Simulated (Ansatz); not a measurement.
The reference is RuBr3 (space group P6_3/mcm, No. 193; a = 6.530 Å, c = 5.800 Å; made of chains).

Method: PBEsol in Ansatz (plane waves to 420 eV, PAW, no spin-orbit coupling).

Base values:

```
Quantity           Result
---------------  --------
c/a ratio           0.888
Volume per atom  26.77 Å³
```

One thing is altered: a hydrostatic pressure of 1.5 GPa.

**Question.** What does the calculation give for the c/a ratio and volume per atom after the change?

**Answer.** The c/a ratio rises by 0.034 (0.888 → 0.922); the volume per atom shrinks by 2.58 Å³ to 24.19 Å³.

Load acts through the strain it causes; cell and atoms are relaxed under it. Stability against distortions was not tested. No Hubbard U is applied, and correlation can decide whether such a compound is a metal. The final runs are not spin-polarised. No dispersion term is included in the PBEsol runs.

Ansatz is a quantum-chemistry and plane-wave program.
